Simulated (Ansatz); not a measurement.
A self-consistent single point of Sc₂Pb (Fd-3m, 6 atoms in the cell) with Ansatz (a quantum-chemistry and plane-wave program).

Computed with PBE (plane waves, PAW; Ansatz).

```xyz
6
Lattice="0.0000 4.3176 4.3176 4.3176 0.0000 4.3176 4.3176 4.3176 0.0000" Properties=species:S:1:pos:R:3 pbc="T T T"
Sc     1.0794     1.0794     1.0794
Sc     1.0794     3.2382     3.2382
Sc     3.2382     1.0794     3.2382
Sc     3.2382     3.2382     1.0794
Pb     6.4765     6.4765     6.4765
Pb     4.3176     4.3176     4.3176
```

Reference input (self-consistent single point, DFT, PBE, plane waves, default PAW files): kpoints.mp_grid.grid = 6 6 6; hamiltonian.xc = pbe; hamiltonian.pseudopotentials = {kind: paw} (the program's default PAW files); scf.occupations.method = gaussian; scf.occupations.width = 0.1 eV. This run's input differs from it in these lines:

```diff
@@ -22,3 +22,3 @@
     method: gaussian
-    width: 0.1
+    width: 0.15
 output:
```

Output, abridged:

```
SCF iter   1: F=—  HF=-32355.901375 eV  |F-HF|=—  |Δ(HF+E_count)|=         —  Δρ=2.33e-3  dr2=4.90e-3  ethr=1.77e-3  ⟨swp⟩=7.0  Hψ=2819  notcnv=0
all-band conjugate gradients solve this SCF's bands
preconditioner: auto → Kerker (q_TF=auto, 2.386 Å⁻¹)
SCF iter   2: F=—  HF=-32355.905360 eV  |F-HF|=—  |Δ(HF+E_count)|=   3.98e-3  Δρ=1.43e-3  dr2=1.80e-3  ethr=6.80e-6  ⟨swp⟩=3.4  Hψ=1433  notcnv=0
SCF iter   3: F=—  HF=-32355.905910 eV  |F-HF|=—  |Δ(HF+E_count)|=   5.50e-4  Δρ=2.60e-4  dr2=1.13e-4  ethr=2.50e-6  ⟨swp⟩=2.1  Hψ=841  notcnv=0
SCF iter   4: F=—  HF=-32355.905932 eV  |F-HF|=—  |Δ(HF+E_count)|=   2.13e-5  Δρ=9.34e-5  dr2=1.89e-5  ethr=1.57e-7  ⟨swp⟩=2.2  Hψ=931  notcnv=0
SCF iter   5: F=—  HF=-32355.906012 eV  |F-HF|=—  |Δ(HF+E_count)|=   8.02e-5  Δρ=2.89e-5  dr2=1.98e-6  ethr=2.63e-8  ⟨swp⟩=2.1  Hψ=778  notcnv=0
SCF iter   6: F=—  HF=-32355.906012 eV  |F-HF|=—  |Δ(HF+E_count)|=   2.17e-7  Δρ=6.11e-6  dr2=1.11e-7  ethr=2.75e-9  ⟨swp⟩=2.8  Hψ=1240  notcnv=0
SCF iter   7: F=-32355.906012 eV  HF=-32355.906012 eV  |F-HF|=2.39e-9  |Δ(HF+E_count)|=   1.90e-8  Δρ=1.34e-6  dr2=4.64e-9  ethr=1.39e-10  ⟨swp⟩=9.0  Hψ=2711  notcnv=0
SCF 1 converged in 7 iterations: F = -32355.906012 eV  dr2 = 4.64e-9
Free energy (F): -32355.906012 eV
Internal energy: -32355.825301 eV  (E = F + TS)
E sigma→0 (E₀):  -32355.865656 eV
Entropy (-TS):   -0.080710 eV (-13.452 meV/atom)
Fermi energy:    9.842288 eV
--- Forces (eV/Å), atoms counted from 1 ---
  atom   1  Sc     0.00000000     0.00000000     0.00000000
   [... zero for the other atoms too ...]
--- Stress (GPa, compression-positive) ---
       -2.236105      -0.000000       0.000000
        0.000000      -2.236105       0.000000
        0.000000      -0.000000      -2.236105
  P = ⅓ Tr σ = -2.2361 GPa (-22.361 kbar)
  The stress holds the Pulay correction. Without it, at fixed plane waves, as pw.x and ABINIT print it: P = -2.2591 GPa
```

The run converged in 7 iterations. Against the reference run the free energy falls by 3.5 meV/atom and the pressure moves little (-2.27 to -2.24 GPa).

The starting cell was generated: these elements placed on a structure prototype, without a prior relaxation; it need not be a known phase or ordering of this composition. Ansatz's pressure includes its estimate of the finite-basis (Pulay) stress.

Keys are those of Ansatz 0.2.
